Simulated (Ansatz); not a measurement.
Start from AlN (space group P4_2/mnm, No. 136; a = 5.294 Å, c = 3.109 Å; a hypothetical phase, not in the database extracts checked).

Perturbation: a negative pressure, −1 GPa.

Levels (all Ansatz, a program for electronic structure, PAW): PBEsol (420 eV, spin-orbit coupling left out); HSE06 (420 eV, no SOC).

The geometry is relaxed with PBEsol.

| Property | Value |
|---|---|
| PBEsol lowest conduction level above the VBM at special points | Γ 3.71 eV; A 5.10 eV; X 5.71 eV |

Question: Predict the lowest conduction level above the VBM at special points from HSE06.

Answer: The lowest conduction level above the VBM at special points becomes Γ 5.11 eV; A 6.53 eV; X 7.21 eV (PBEsol: Γ 3.71 eV; A 5.10 eV; X 5.71 eV).

Single points use the geometry relaxed with PBEsol. HSE06 gaps are upper bounds (no full band path). The levels and masses belong to the bands next to the band gap. Load acts through the strain it causes; cell and atoms are relaxed under it. Whether these cells are dynamically stable was not tested.
